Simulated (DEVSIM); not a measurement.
Structure: Ni/SiO2/p-Si capacitor, at 300 K.

| layer (left to right) | material | thickness (nm) | Na (cm⁻³) |
|---|---|---|---|
| 1 | SiO2 | 15.0 | - |
| 2 | Si | 11000 | 2.8e15 |

Metal gate on the left, work function 5.1 eV. Fixed charge at the semiconductor interface -7.1e11 cm⁻² (in units of +e); no interface traps.

This is a model device: material constants are rounded textbook-type values typed into the input, and sizes, dopings and lifetimes were drawn at random. Values at 300 K.

| parameter | SiO2 | Si |
|---|---|---|
| gap (eV) | 9 | 1.124 |
| affinity (eV) | 0.9 | 4.05 |
| permittivity | 3.9 | 11.7 |
| Nc (cm⁻³) | - | 2.86e19 |
| Nv (cm⁻³) | - | 3.1e19 |

DEVSIM, 1D Poisson equation in equilibrium, Boltzmann statistics, complete ionisation; no quantum confinement or tunnelling. Metal contacts follow the ideal Schottky-Mott rule: no Fermi-level pinning, no interface dipoles.

Problem. Tabulate band edges, carrier densities and field at 1.2 V on the gate.

Solution. Energies count from the Fermi level of the right contact; mesh points crowd at the junctions.

| x (μm) | Ec (eV) | Ev (eV) | n (cm⁻³) | p (cm⁻³) | field (V/cm) |
|---|---|---|---|---|---|
| 0.000 | 3.000 | -6.000 | < 1e2 | < 1e2 | 390000 |
| 0.001604 | 3.062 | -5.938 | < 1e2 | < 1e2 | 390000 |
| 0.005260 | 3.204 | -5.796 | < 1e2 | < 1e2 | 390000 |
| 0.01076 | 3.416 | -5.584 | < 1e2 | < 1e2 | 390000 |
| 0.01443 | 3.558 | -5.442 | < 1e2 | < 1e2 | 390000 |
| 0.01577 | 0.432 | -0.692 | 1.6e12 | 7.4e7 | 19000 |
| 0.01866 | 0.438 | -0.686 | 1.3e12 | 9.1e7 | 19000 |
| 0.03072 | 0.460 | -0.664 | 5.3e11 | 2.2e8 | 19000 |
| 0.05600 | 0.506 | -0.618 | 9.1e10 | 1.3e9 | 17000 |
| 0.1227 | 0.613 | -0.511 | 1.5e9 | 8.0e10 | 15000 |
| 0.2858 | 0.793 | -0.331 | 1400000 | 8.4e13 | 7500 |
| 0.9669 | 0.883 | -0.241 | 42000 | 2.8e15 | ≈ 0 |
| 2.394 | 0.883 | -0.241 | 42000 | 2.8e15 | ≈ 0 |
| 6.047 | 0.883 | -0.241 | 42000 | 2.8e15 | ≈ 0 |
| 9.549 | 0.883 | -0.241 | 42000 | 2.8e15 | ≈ 0 |
| 10.45 | 0.883 | -0.241 | 42000 | 2.8e15 | ≈ 0 |
| 10.79 | 0.883 | -0.241 | 42000 | 2.8e15 | ≈ 0 |
| 10.93 | 0.883 | -0.241 | 42000 | 2.8e15 | ≈ 0 |
| 10.99 | 0.883 | -0.241 | 42000 | 2.8e15 | ≈ 0 |
| 11.01 | 0.883 | -0.241 | 42000 | 2.8e15 | ≈ 0 |
| 11.01 | 0.883 | -0.241 | 42000 | 2.8e15 | ≈ 0 |
| 11.02 | 0.883 | -0.241 | 42000 | 2.8e15 | ≈ 0 |
